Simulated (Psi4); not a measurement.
Psi4 1.11, PBE/def2-svpd: O[Si](O)(O)[OH2+], charge +1, multiplicity 1, 10 atoms. The geometry is a generated start, not checked to be a minimum at this level.

```
Property                             Result
--------------------------  ---------------
task                                 energy
method                                  pbe
basis                             def2-svpd
memory                                 3 GB
maxiter                                 100
keys of the molecule block      symmetry c1
scf_type                       df (default)
e_convergence               1e-06 (default)
d_convergence               1e-06 (default)
dft_radial_points              75 (default)
dft_spherical_points          302 (default)
basis functions                         156
grid points                          216697
```

```xyz
10

O      0.5339    -0.4067     1.6017
Si     0.3190    -0.0721     0.0680
O      0.2233    -1.2333    -1.0168
O      0.9151     1.3434    -0.3306
O     -1.4462     0.3677    -0.0944
H      0.3501    -1.2183     2.0735
H      0.9230    -1.7728    -1.3783
H      1.7604     1.7188    -0.0937
H     -1.6645     1.3050     0.0128
H     -1.9140    -0.0317    -0.8423
```

Charge 1 and multiplicity 1 are set for this test and not shown to be the ground state.

With the defaults (diis = true, scf_initial_accelerator = adiis, damping_percentage = 0, diis_max_vecs = 10, guess = auto, which took SAD, diis_start = 1, level_shift = 0, level_shift_cutoff = 0.01) it converges in 10 SCF iterations. One run each on 2 threads, with these changes:
- guess = huckel
- diis_start = 4
- level_shift = 0.5, level_shift_cutoff = 0.001
- level_shift = 0.1, level_shift_cutoff = 0.001
- scf_initial_accelerator = ediis
- diis = false, scf_initial_accelerator = none, damping_percentage = 60
- diis_max_vecs = 6
- damping_percentage = 20
- damping_percentage = 60

Task: Which runs fail or end elsewhere than the default run?

Result: No convergence: diis = false, scf_initial_accelerator = none, damping_percentage = 60 (the run ends without SCF convergence in 100 iterations). The rest reach the solution of the defaults.

```json
[
 {"setting": "level_shift = 0.1, level_shift_cutoff = 0.001", "SCF iterations": "9", "end": "same solution"},
 {"setting": "the defaults", "SCF iterations": "10", "end": "same solution"},
 {"setting": "scf_initial_accelerator = ediis", "SCF iterations": "10", "end": "same solution"},
 {"setting": "diis_max_vecs = 6", "SCF iterations": "10", "end": "same solution"},
 {"setting": "guess = huckel", "SCF iterations": "10", "end": "same solution"},
 {"setting": "level_shift = 0.5, level_shift_cutoff = 0.001", "SCF iterations": "10", "end": "same solution"},
 {"setting": "diis_start = 4", "SCF iterations": "15", "end": "same solution"},
 {"setting": "damping_percentage = 20", "SCF iterations": "23", "end": "same solution"},
 {"setting": "damping_percentage = 60", "SCF iterations": "71", "end": "same solution"},
 {"setting": "diis = false, scf_initial_accelerator = none, damping_percentage = 60", "SCF iterations": "100", "end": "no convergence"}
]
```
